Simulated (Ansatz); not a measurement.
Consider GaSb in the zinc blende structure (space group F-43m, No. 216; a = 6.0488 Å).

Computed with DFT with LDA, PAW potentials and a 420 eV plane-wave cutoff in Ansatz (a quantum-chemistry and plane-wave program), scalar-relativistic without spin-orbit coupling.

For the base:

```
Quantity    Value
--------  -------
Pressure  0.0 GPa
```

Perturbation: every lattice vector is stretched by 0.50 %; the atoms relax in the strained cell.

**Question.** Predict the new energy relative to the base and pressure.

**Answer.** The energy grows by 1.0 meV/atom; the pressure goes from zero to -0.8 GPa.

Stability against distortions was not tested. All final runs are without spin polarisation.
